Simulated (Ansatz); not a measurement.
Base system: CaS in the rock salt structure (space group Fm-3m, No. 225).

```
CELL_PARAMETERS angstrom
      0.00000     2.81660     2.81660
      2.81660     0.00000     2.81660
      2.81660     2.81660     0.00000
ATOMIC_POSITIONS crystal
  Ca 0.00000 0.00000 0.00000
  S  0.50000 0.50000 0.50000
```

Computed with plane-wave PAW DFT at the PBEsol level (Ansatz, a quantum-chemistry and plane-wave program, 420 eV), without spin-orbit coupling.

For the base:

| Property | Value |
|---|---|
| Gap character | indirect, Γ → X |
| Electron mass | 1.4 mₑ along k, 0.29 mₑ across (at X) |

The change: every lattice vector is shortened by 2.50 %; the atoms relax in the strained cell.

### Question
What happens to the gap character and electron mass?

### Answer
The gap character stays indirect, Γ → X; the electron mass becomes 1.4 mₑ along k, 0.27 mₑ across (at X) (base: 1.4 mₑ along k, 0.29 mₑ across (at X)).

Effective masses come from finite differences of ±0.01 Å⁻¹. Along k means along the line from Γ to the band edge. Stability against distortions was not tested.
